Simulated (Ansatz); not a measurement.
Worked example: self-consistent single point of TlSbO₃ (P4mm, 5 atoms in the cell) in Ansatz (a program for electronic structure).

Computed with PBEsol, default PAW files made with PBE (plane waves; Ansatz).

```yaml
crystal:
  lattice:
    - [4.12574, 0.00000, 0.00000]
    - [0.00000, 4.12574, 0.00000]
    - [0.00000, 0.00000, 4.22098]
  atoms:
    - { symbol: Sb, position: [0.50000, 0.50000, 0.45170] }
    - { symbol: Tl, position: [0.00000, 0.00000, 0.00000] }
    - { symbol: O, position: [0.50000, 0.50000, 0.89730] }
    - { symbol: O, position: [0.50000, 0.00000, 0.37850] }
    - { symbol: O, position: [0.00000, 0.50000, 0.37850] }
```

Reference input (self-consistent single point, DFT, PBEsol, plane waves, default PAW files made with PBE): basis.ecutwfc = 420 eV; kpoints.mp_grid.grid = 7 7 6; hamiltonian.xc = pbesol; hamiltonian.pseudopotentials = {kind: paw} (the program's default PAW files); scf.occupations.method = fermi_dirac; scf.occupations.width = 0.1 eV. This run's input differs from it in these lines:

Ansatz 0.2 input:
```diff
@@ -16,3 +16,4 @@
   mp_grid:
-    grid: [7, 7, 6]
+    grid: [6, 6, 5]
+    shift: [0.5, 0.5, 0.5]
 hamiltonian:
```

Log, with long lists cut:

```
SCF iter   1: F=—  HF=-19383.649396 eV  |F-HF|=—  |Δ(HF+E_count)|=         —  Δρ=1.64e-2  dr2=1.62e-1  ethr=1.77e-3  ⟨swp⟩=6.3  Hψ=2393  notcnv=0
all-band conjugate gradients solve this SCF's bands
preconditioner: auto → Resta (q_TF=auto, 2.533 Å⁻¹)
SCF iter   2: F=—  HF=-19383.610972 eV  |F-HF|=—  |Δ(HF+E_count)|=   3.84e-2  Δρ=5.64e-3  dr2=2.17e-2  ethr=3.51e-4  ⟨swp⟩=2.1  Hψ=738  notcnv=0  defer=4
   [... lines left out ...]
SCF iter   4: F=—  HF=-19383.607097 eV  |F-HF|=—  |Δ(HF+E_count)|=   7.59e-5  Δρ=6.02e-4  dr2=1.72e-4  ethr=1.03e-6  ⟨swp⟩=2.0  Hψ=826  notcnv=0  defer=4
SCF iter   5: F=—  HF=-19383.607047 eV  |F-HF|=—  |Δ(HF+E_count)|=   5.04e-5  Δρ=1.42e-4  dr2=1.05e-5  ethr=3.74e-7  ⟨swp⟩=2.2  Hψ=706  notcnv=0  defer=4
SCF iter   6: F=—  HF=-19383.607050 eV  |F-HF|=—  |Δ(HF+E_count)|=   3.37e-6  Δρ=5.17e-5  dr2=1.21e-6  ethr=2.29e-8  ⟨swp⟩=2.0  Hψ=826  notcnv=0  defer=4
SCF iter   7: F=-19383.607050 eV  HF=-19383.607050 eV  |F-HF|=6.29e-8  |Δ(HF+E_count)|=   1.51e-7  Δρ=1.45e-5  dr2=9.07e-8  ethr=2.17e-10  ⟨swp⟩=5.2  Hψ=2177  notcnv=0
SCF 1 converged in 7 iterations: F = -19383.607050 eV  dr2 = 9.07e-8
Free energy (F): -19383.607050 eV
Internal energy: -19383.540663 eV  (E = F + TS)
E sigma→0 (E₀):  -19383.573857 eV
Entropy (-TS):   -0.066386 eV (-13.277 meV/atom)
Fermi energy:    9.476185 eV
--- Forces (eV/Å), atoms counted from 1 ---
  atom   1  Sb     0.00000000     0.00000000    -1.43173078
  atom   2  Tl     0.00000000     0.00000000    -0.60362470
  atom   3  O      0.00000000     0.00000000     1.50014471
  atom   4  O     -0.00000000     0.00000000     0.26764341
  atom   5  O      0.00000000     0.00000000     0.26764341
--- Stress (GPa, compression-positive) ---
       -5.351837       0.000000       0.000000
        0.000000      -5.351837       0.000000
       -0.000000       0.000000       1.960175
  P = ⅓ Tr σ = -2.9145 GPa (-29.145 kbar)
  The stress holds the Pulay correction. Without it, at fixed plane waves, as pw.x and ABINIT print it: P = -3.5086 GPa
```

The run converged in 7 iterations. Against the reference run the free energy stays essentially unchanged (within 1 meV/atom), the pressure goes from -3.24 to -2.91 GPa and the largest force hardly changes (1.501 to 1.500 eV/Å).

The starting cell was generated: these elements placed on a structure prototype, without a prior relaxation; it need not be a known phase or ordering of this composition. Its lattice was rescaled by a random factor within 2.5 % of one. Forces in this geometry exceed 1 eV/Å. Ansatz's pressure includes its estimate of the finite-basis (Pulay) stress. Without the estimate this run gives -3.51 GPa. The run gives no clean gap (levels at the Fermi energy touch, overlap or are partly filled at this smearing), which alone does not show that the compound is a metal.
